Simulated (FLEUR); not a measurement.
A working FLEUR input for Sc (P6_3/mmc, 2 atoms in the cell) (DFT, PBEsol, all-electron FLAPW (FLEUR), scalar-relativistic valence):

```xml
# input of inpgen
Sc crystal
&input film=f /
3.2810169583 0.0000002597 0.0000000000
-1.6405087040 2.8414439063 0.0000000000
0.0000000000 0.0000000000 5.3160390000
1.8897261246
1.0 1.0 1.0

2
21 0.3333333333 0.6666666667 0.2500000000 : 1.00
21 0.6666666667 0.3333333333 0.7500000000 : 1.00

&comp jspins=2 /
&exco xctyp='PBEs' /
&kpt div1=7 div2=7 div3=4 gamma=t /
&end /
# inp.xml
<?xml version="1.0" encoding="UTF-8" standalone="no"?>
<fleurInput fleurInputVersion="0.39">
   <comment>
      Sc crystal                                                                                          
   </comment>
   <calculationSetup>
      <cutoffs Kmax="3.8" Gmax="15.2" GmaxXC="15.2" numbands="0"/>
      <scfLoop itmax="100" minDistance="0.00001" maxIterBroyd="15" imix="Anderson" alpha="0.05" precondParam="0.0" spinf="2.0"/>
      <coreElectrons ctail="T" frcor="F" kcrel="0" coretail_lmax="0"/>
      <xcFunctional name="PBEs" relativisticCorrections="F"/>
      <magnetism jspins="2"/>
      <soc l_soc="F" theta="0.0" phi="0.0" spav="F"/>
      <expertModes spex="0" secvar="F"/>
      <geometryOptimization l_f="T" forcealpha="1.0" forcemix="BFGS" epsdisp="0.00001" epsforce="0.00001"/>
      <ldaU l_linMix="F" mixParam="0.05" spinf="1.0"/>
   </calculationSetup>
   <cell>
      <bzIntegration valenceElectrons="22.0" mode="hist" fermiSmearingEnergy="0.00367493">
         <kPointListSelection listName="default-1"/>
         <!-- k-points included here -->
         <xi:include xmlns:xi="http://www.w3.org/2001/XInclude" href="kpts.xml"> </xi:include>
      </bzIntegration>
      <!-- symmetry operations included here -->
      <xi:include xmlns:xi="http://www.w3.org/2001/XInclude" href="sym.xml"> </xi:include>
      <bulkLattice scale="1.0">
         <bravaisMatrix>
            <row-1>    6.2002234613551384     0.0000004907618746     0.0000000000000000</row-1>
            <row-2>   -3.1001121555824880     5.3695507813205836     0.0000000000000000</row-2>
            <row-3>    0.0000000000000000     0.0000000000000000    10.0458577776924596</row-3>
         </bravaisMatrix>
      </bulkLattice>
   </cell>
   <atomSpecies>
      <species name="Scandium (1.000" element="Sc" atomicNumber="21">
         <mtSphere radius="2.68" gridPoints="925" logIncrement="0.013"/>
         <atomicCutoffs lmax="10" lnonsphr="8"/>
         <electronConfig flipSpins="F">
            <coreConfig>(1s1/2) (2s1/2) (2p1/2) (2p3/2)</coreConfig>
            <valenceConfig>(3s1/2) (3p1/2) (3p3/2) (4s1/2) (3d3/2) (3d5/2)</valenceConfig>
            <stateOccupation state="(3d3/2)" spinUp="0.4" spinDown="0.0"/>
            <stateOccupation state="(3d5/2)" spinUp="0.6" spinDown="0.0"/>
         </electronConfig>
         <energyParameters s="4" p="4" d="3" f="4"/>
         <lo type="SCLO" l="0" n="3" eDeriv="0"/>
         <lo type="SCLO" l="1" n="3" eDeriv="0"/>
      </species>
   </atomSpecies>
   <atomGroups>
      <atomGroup species="Scandium (1.000">
         <relPos label="                   1">1.000/3.000 -1.000/3.000 1.000/4.000</relPos>
         <relPos label="                   2">-1.000/3.000 1.000/3.000 -1.000/4.000</relPos>
         <force calculate="T" relaxXYZ="TTT"/>
      </atomGroup>
   </atomGroups>
   <output dos="F" band="F" slice="F">
      <checks vchk="F" cdinf="F"/>
      <bandDOS minEnergy="-.5*Htr" maxEnergy="0.5*Htr" sigma="0.015" storeEVData="T"/>
      <vacuumDOS vacdos="F" integ="F" star="F" nstars="0" locx1="0.0" locy1="0.0" locx2="0.0" locy2="0.0" nstm="0" tworkf="0.0"/>
      <unfoldingBand unfoldBand="F" supercellX="1" supercellY="1" supercellZ="1"/>
      <plotting iplot="0" polar="F">
         <plot TwoD="T" vec1="  1.0  0.0  0.0" vec2="  0.0  1.0  0.0" vec3="  0.0  0.0  1.0" zero="  0.0  0.0  0.0" file="plot"/>
      </plotting>
      <chargeDensitySlicing numkpt="0" minEigenval="0.0" maxEigenval="0.0" nnne="0" pallst="F"/>
      <specialOutput eonly="F"/>
      <magneticCircularDichroism mcd="F" energyLo="-10.0" energyUp="0.0"/>
   </output>
  <!-- We include the file relax.xml here to enable relaxations (see documentation) -->
  <xi:include xmlns:xi="http://www.w3.org/2001/XInclude" href="relax.xml"> <xi:fallback/> </xi:include>
</fleurInput>
```

The run converged in 25 iterations: free energy E − TS -41542.6630 eV; Fermi level (on the code's own zero) 6.07 eV; size of the cell's spin moment 0.00 μB. Each of these slips is then made, one at a time:

(1)
```diff
-         <mtSphere radius="2.68" gridPoints="925" logIncrement="0.013"/>
+         <mtSphere radius="3.22" gridPoints="925" logIncrement="0.013"/>
```

(2)
```diff
-         <mtSphere radius="2.68" gridPoints="925" logIncrement="0.013"/>
+         <mtSphere radius="1.74" gridPoints="925" logIncrement="0.013"/>
```

Predict the outcome of each change.


(1) Overlapping muffin-tin spheres. The program stopped before any SCF iteration.
```
Error message: Overlapping MT-radii of two neighbours detected.
Error occurred in subroutine: chkmt
Error from PE:0/1
```

(2) Muffin-tin spheres that are too small. The run converged in 25 iterations without an error; against the sound input the free energy goes up by 649 meV/atom.

The starting cell comes from a database of computed structures (which also holds hypothetical and non-ambient phases and stackings), without a prior relaxation at this level. Its lattice was rescaled by a random factor within 2.5 % of one. The starting moments vanished: the run ended non-magnetic. Values depend on the basis (sphere radii, cutoffs, local orbitals), which need not be converged.

Left out of this page: 5 runs of the series outside the window shown, repeating another row's setting, or not comparable.
